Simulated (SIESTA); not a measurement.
# A self-consistent single point of a (001) slab of Al (cut from a parent of space group no. 225; 4 atoms in the cell) with SIESTA

Computed with GGA PBEsol, numerical atomic orbitals DZP, PseudoDojo PBEsol standard norm-conserving potentials (rewritten from UPF to PSML) (SIESTA).

Input:

```
# files in the folder: Al.psml (PseudoDojo PBEsol standard)
SystemName  Al
SystemLabel siesta

NumberOfAtoms                4
NumberOfSpecies              1
%block ChemicalSpeciesLabel
  1 13 Al
%endblock ChemicalSpeciesLabel
LatticeConstant              1.0 Bohr
%block LatticeVectors
     5.428000187    0.000000000    0.000000000
    -5.428000187    5.428000187    0.000000000
     0.000000000    0.000000000   37.970852837
%endblock LatticeVectors
AtomicCoordinatesFormat      Bohr
%block AtomicCoordinatesAndAtomicSpecies
     0.000000000    0.000000000   17.066303575  1
    -2.714000094    2.714000094   13.228095857  1
     0.000000000    0.000000000   24.742756980  1
    -2.714000094    2.714000094   20.904549263  1
%endblock AtomicCoordinatesAndAtomicSpecies

XC.functional                GGA
XC.authors                   PBEsol
PAO.BasisSize                DZP
PAO.EnergyShift              0.01 Ry
MeshCutoff                   350 Ry
%block kgrid.MonkhorstPack
   15   0   0  0.0
    0  15   0  0.0
    0   0   1  0.0
%endblock kgrid.MonkhorstPack
OccupationFunction           MP
OccupationMPOrder            0
ElectronicTemperature        100.0 meV

MaxSCFIterations             150
SCF.Mixer.Method             Pulay
SCF.Mixer.Weight             0.2
SCF.Mixer.History            8
SCF.DM.Tolerance             1.0E-04
Diag.ParallelOverK           true
WriteForces                  true
Charge.Mulliken              end
```

Output (repeated stretches shortened):

```
reinit: Reading from file input.fdf

reinit: System Name: Al
reinit: System Label: siesta

coor:   Atomic-coordinates input format  =     Cartesian coordinates
coor:                                            (in Bohr units)

siesta: Atomic coordinates (Bohr) and species
siesta:      0.00000   0.00000  17.06630  1        1
siesta:     -2.71400   2.71400  13.22810  1        2
siesta:      0.00000   0.00000  24.74276  1        3
siesta:     -2.71400   2.71400  20.90455  1        4

siesta: System type = slab

initatomlists: Number of atoms, orbitals, and projectors:      4    52    72

siesta: ******************** Simulation parameters ****************************
redata: Spin configuration                          = none
redata: Time-Reversal Symmetry                      = T
redata: Number of Atomic Species                    =        1
redata: Mesh Cutoff                                 =   350.0000 Ry
redata: Net charge of the system                    =     0.0000 |e|
redata: Min. number of SCF Iter                     =        0
redata: Max. number of SCF Iter                     =      150
redata: SCF convergence failure will abort job
redata: SCF mix quantity                            = Hamiltonian
redata: Mix DM or H after convergence               =   F
redata: Recompute H after scf cycle                 =   F
redata: Mix DM in first SCF step                    =   T
redata: No kicks to SCF
redata: DM Mixing Weight for Kicks                  =     0.5000
redata: Require Harris convergence for SCF          =   F
redata: Harris energy tolerance for SCF             =     0.000100 eV
redata: Require DM convergence for SCF              =   T
redata: DM tolerance for SCF                        =     0.000100
redata: Require EDM convergence for SCF             =   F
redata: EDM tolerance for SCF                       =     0.001000 eV
redata: Require H convergence for SCF               =   T
   [... lines left out ...]
diag: Used triangular part                          = Lower
diag: Absolute tolerance                            =  0.100E-15
diag: Orthogonalization factor                      =  0.100E-05
diag: Memory factor                                 =  1.0000

superc: Internal auxiliary supercell:     9 x     7 x     1  =      63
superc: Number of atoms, orbitals, and projectors:    252   3276   4536

                        Single-point calculation

superc: Internal auxiliary supercell:     9 x     7 x     1  =      63
superc: Number of atoms, orbitals, and projectors:    252   3276   4536

outcell: Unit cell vectors (Ang):
        2.872374    0.000000    0.000000
       -2.872374    2.872374    0.000000
        0.000000    0.000000   20.093310

outcell: Cell vector modules (Ang)   :    2.872374    4.062150   20.093310
outcell: Cell angles (23,13,12) (deg):     90.0000     90.0000    135.0000
outcell: Cell volume (Ang**3)        :    165.7805
new_DM -- step:     1
Initializing Density Matrix...

Attempting to read DM from file... Failed...
DM filled with atomic data:

InitMesh: MESH = 32 x 48 x 256 = 393216
InitMesh: Mesh cutoff (required, used) =   350.000   428.776 Ry

stepf: Methfessel-Paxton step function
       Using Hermite-Gauss polynomials of order  0
        iscf     Eharris(eV)        E_KS(eV)     FreeEng(eV)     dDmax    Ef(eV) dHmax(eV)
   scf:    1     -242.319398     -250.666001     -250.676032  1.555406 -4.448692  3.334734
   scf:    2     -249.838616     -250.737066     -250.742543  0.040589 -4.140107  3.076271
   scf:    3     -251.014318     -250.983027     -250.990664  0.019294 -4.278282  0.114984
   scf:    4     -250.990326     -250.986957     -250.993965  0.009051 -4.286487  0.098495
   scf:    5     -250.989839     -250.988789     -250.995076  0.019280 -4.328083  0.173031
   scf:    6     -250.989031     -250.989341     -250.995833  0.001676 -4.340693  0.024454
   scf:    7     -250.989103     -250.989236     -250.995766  0.000530 -4.341694  0.059062
   scf:    8     -250.989260     -250.989248     -250.995774  0.000032 -4.341408  0.055690
   scf:    9     -250.989461     -250.989405     -250.995845  0.000528 -4.335550  0.012943
   scf:   10     -250.989373     -250.989391     -250.995849  0.000126 -4.336711  0.000020
   scf:   11     -250.989390     -250.989390     -250.995849  0.000005 -4.336720  0.000060
SCF Convergence by DM+H criterion
max |DM_out - DM_in|         :     0.0000049004
max |H_out - H_in|      (eV) :     0.0000599631
SCF cycle converged after 11 iterations

Using DM_out to compute the final energy and forces

siesta: E_KS(eV) =             -250.9894

siesta: E_KS - E_eggbox =      -250.9894

siesta: Atomic forces (eV/Ang):
     1   -0.000000    0.000000    0.164201
     2    0.000000   -0.000000   -0.179911
     3   -0.000000    0.000000    0.179911
     4   -0.000000    0.000000   -0.164201
   Tot    0.000000    0.000000    0.000000
   Max    0.179911
   Res    0.099440    sqrt( Sum f_i^2 / 3N )
   Max    0.179911    constrained

Stress tensor Voigt[x,y,z,yz,xz,xy] (kbar):       27.83       27.84       -7.42        0.00       -0.00        0.00
(Free)E + p*V (eV/cell)     -252.6603
Target enthalpy (eV/cell)     -250.9958

siesta: Program's energy decomposition (eV):
siesta: Ebs     =      -100.977470
siesta: Eions   =       851.116052
siesta: Ena     =       568.068611
siesta: Ekin    =        86.990669
siesta: Enl     =        46.036804
siesta: Eso     =         0.000000
siesta: Edftu   =         0.000000
siesta: DEna    =        13.026048
siesta: DUscf   =         0.310604
siesta: DUext   =         0.000000
siesta: Ex      =       -97.438791
siesta: Ec      =       -16.867283
siesta: Exc     =      -114.306075
siesta: Eharris =      -250.989390
siesta: Etot    =      -250.989390
siesta: FreeEng =      -250.995849

siesta: Atomic forces (eV/Ang):
siesta:      1   -0.000000    0.000000    0.164201
siesta:      2    0.000000   -0.000000   -0.179911
siesta:      3   -0.000000    0.000000    0.179911
siesta:      4   -0.000000    0.000000   -0.164201
siesta: ----------------------------------------
siesta:    Tot    0.000000    0.000000    0.000000

siesta: Stress tensor (static) (eV/Ang**3):
siesta:     0.017371    0.000001   -0.000000
siesta:     0.000001    0.017378    0.000000
siesta:    -0.000000    0.000000   -0.004629

siesta: Cell volume =        165.780505 Ang**3

siesta: Pressure (static):
siesta:                Solid            Molecule  Units
siesta:          -0.00010935         -0.00012605  Ry/Bohr**3
siesta:          -0.01004001         -0.01157364  eV/Ang**3
siesta:         -16.08586320        -18.54301196  kBar

mulliken: Atomic and Orbital Populations:

Species: Al
Atom  Qatom  Qorb
               3s      3s      3py     3pz     3px     3py     3pz     3px
               3Pdxy   3Pdyz   3Pdz2   3Pdxz   3Pdx2-y2
   1  2.874   0.729   0.272  -0.140  -0.124  -0.140   0.505   0.495   0.505
              0.135   0.169   0.138   0.169   0.161
   2  3.126   0.889   0.253   0.224   0.434   0.225   0.258   0.112   0.258
   [... 5 lines left out ...]

mulliken: Qtot =       12.000

Mulliken Atomic Populations:
Atom #   charge [q] valence [e]  Species
     1     0.125995    2.874005  Al
     2    -0.125995    3.125995  Al
     3    -0.125995    3.125995  Al
     4     0.125995    2.874005  Al
 Total     0.000000

siesta: Electric dipole (a.u.)  =   -0.000000    0.000000   -0.000000
siesta: Electric dipole (Debye) =   -0.000000    0.000000   -0.000000
```

The run converged in 11 iterations.

The starting cell has typed, rounded lattice constants, without a prior relaxation at this level. The slab is cut from that crystal, and its faces are unrelaxed. Its lattice was rescaled by up to half a per cent. Values carry the incompleteness of an atom-centred basis.

Cost on one core of a shared machine: roughly 70 s.
